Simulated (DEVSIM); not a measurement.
Device: illuminated In0.53Ga0.47As p-on-n cell, one wavelength, at 400 K.

Layer 1 from the left is In0.53Ga0.47As, thickness (μm) 0.120, Na (cm⁻³) 7.1e17, τn (s) 2.3e-11, τp (s) 2e-10, absorption coefficient (cm⁻¹) 74000. Layer 2 from the left is In0.53Ga0.47As, thickness (μm) 1.30, Nd (cm⁻³) 5.3e16, τn (s) 7.8e-10, τp (s) 7.8e-10, absorption coefficient (cm⁻¹) 74000.

Left contact: ohmic, minority electron recombination velocity 10 cm/s. Right contact: ohmic, minority hole recombination velocity 10 cm/s. Voltage is applied to the left contact. Recombination: SRH at mid-gap, radiative, Auger. Light enters at the left, 1.3e17 photons cm⁻² s⁻¹, one pass, no reflection. Mobility is μmin + (μ − μmin)/(1 + (N/Nref)^α).

Constants are typed, rounded textbook-type inputs, not results; the design itself was drawn at random and stands for no fabricated device. Values at 300 K; Nc and Nv go as T^1.5, mobilities as T to minus their exponent, the gap by Varshni's rule with the affinity fixed.

In0.53Ga0.47As: gap (eV) 0.74, affinity (eV) 4.51, permittivity 13.9, Nc (cm⁻³) 2.1e17, Nv (cm⁻³) 7.7e18, μn (cm²/Vs) 12000, μp (cm²/Vs) 300, μn,min 300, μp,min 10, Nref,n 1.3e17, Nref,p 4.9e17, αn 0.48, αp 0.4, T exponent of μn 1.6, T exponent of μp 1.6, B (cm³/s) 9.6e-11, Cn (cm⁶/s) 5e-29, Cp (cm⁶/s) 5e-29, Varshni α (eV/K) 0.00035, Varshni β (K) 190.

DEVSIM, 1D drift-diffusion, Boltzmann statistics, complete ionisation; no tunnelling, impact ionisation, image-force lowering or self-heating.

What does the simulation give for the potential step across the device at zero bias, the share of generated pairs collected at short circuit, the open-circuit voltage, the fill factor?

potential step across the device at zero bias 0.550 V; share of generated pairs collected at short circuit 0.951; open-circuit voltage 0.043 V; fill factor 0.29.
